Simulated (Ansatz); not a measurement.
Worked example: self-consistent single point of LuSi₂Ru₂ (I4/mmm, 5 atoms in the cell) in Ansatz (a first-principles code).

Method of the run: PBEsol, default PAW files made with PBE (plane waves; Ansatz).

```
CELL_PARAMETERS angstrom
     -2.07213     2.07213     4.68908
      2.07213    -2.07213     4.68908
      2.07213     2.07213    -4.68908
ATOMIC_POSITIONS crystal
  Lu 0.00000 0.00000 0.00000
  Si 0.63063 0.63063 0.00000
  Si 0.36937 0.36937 0.00000
  Ru 0.25000 0.75000 0.50000
  Ru 0.75000 0.25000 0.50000
```

Reference input (self-consistent single point, DFT, PBEsol, plane waves, default PAW files made with PBE): basis.ecutwfc = 420 eV; kpoints.mp_grid.grid = 7 7 7; hamiltonian.xc = pbesol; hamiltonian.pseudopotentials = {kind: paw} (the program's default PAW files); scf.occupations.method = fermi_dirac; scf.occupations.width = 0.1 eV. This run's input differs from it in these lines:

Ansatz 0.2 input:
```diff
@@ -12,3 +12,3 @@
 basis:
-  ecutwfc: 420.0
+  ecutwfc: 170.0
 kpoints:
```

Output (repeated stretches shortened):

```
SCF iter   1: F=—  HF=-27437.937771 eV  |F-HF|=—  |Δ(HF+E_count)|=         —  Δρ=2.14e-1  dr2=3.47e1  ethr=1.77e-3  ⟨swp⟩=5.6  Hψ=5300  notcnv=0
all-band conjugate gradients solve this SCF's bands
preconditioner: auto → Kerker (q_TF=auto, 2.633 Å⁻¹)
SCF iter   2: F=—  HF=-27423.348809 eV  |F-HF|=—  |Δ(HF+E_count)|=    1.46e1  Δρ=1.15e-1  dr2=1.12e1  ethr=1.77e-3  ⟨swp⟩=3.0  Hψ=4508  notcnv=0
   [... lines left out ...]
SCF iter   6: F=—  HF=-27419.807118 eV  |F-HF|=—  |Δ(HF+E_count)|=   5.84e-4  Δρ=2.15e-4  dr2=3.94e-5  ethr=3.62e-6  ⟨swp⟩=2.3  Hψ=2636  notcnv=0
SCF iter   7: F=—  HF=-27419.807469 eV  |F-HF|=—  |Δ(HF+E_count)|=   3.52e-4  Δρ=6.37e-5  dr2=3.82e-6  ethr=6.06e-8  ⟨swp⟩=2.1  Hψ=2519  notcnv=0
SCF iter   8: F=—  HF=-27419.807469 eV  |F-HF|=—  |Δ(HF+E_count)|=   5.02e-7  Δρ=1.34e-5  dr2=1.97e-7  ethr=5.88e-9  ⟨swp⟩=2.1  Hψ=2453  notcnv=0
SCF iter   9: F=-27419.807469 eV  HF=-27419.807469 eV  |F-HF|=1.91e-9  |Δ(HF+E_count)|=   2.49e-8  Δρ=2.26e-6  dr2=4.91e-9  ethr=1.54e-10  ⟨swp⟩=4.7  Hψ=5108  notcnv=0
SCF 1 converged in 9 iterations: F = -27419.807469 eV  dr2 = 4.91e-9
Free energy (F): -27419.807469 eV
Internal energy: -27419.735349 eV  (E = F + TS)
E sigma→0 (E₀):  -27419.771409 eV
Entropy (-TS):   -0.072120 eV (-14.424 meV/atom)
Fermi energy:    16.257686 eV
--- Forces (eV/Å), atoms counted from 1 ---
  atom   1  Lu     0.00000000     0.00000000     0.00000000
  atom   2  Si     0.00000000    -0.00000000    -0.19536412
  atom   3  Si     0.00000000    -0.00000000     0.19536412
  atom   4  Ru     0.00000000     0.00000000     0.00000000
  atom   5  Ru     0.00000000     0.00000000     0.00000000
--- Stress (GPa, compression-positive) ---
       -6.422626       0.000000       0.000000
        0.000000      -6.422626      -0.000000
        0.000000       0.000000       4.101275
  P = ⅓ Tr σ = -2.9147 GPa (-29.147 kbar)
  The stress holds the Pulay correction. Without it, at fixed plane waves, as pw.x and ABINIT print it: P = -523.0064 GPa
```

The run converged in 9 iterations. Against the reference run the free energy rises by 14.4 eV/atom, the pressure goes from -2.25 to -2.91 GPa and the largest force goes from 0.060 to 0.195 eV/Å.

The starting cell comes from a database of computed structures (which also holds hypothetical and non-ambient phases and stackings), without a prior relaxation at this level. Spin polarisation is off. Ansatz's pressure includes its estimate of the finite-basis (Pulay) stress. Without the estimate this run gives -523.01 GPa. The cutoff lies below the one recommended for these files.
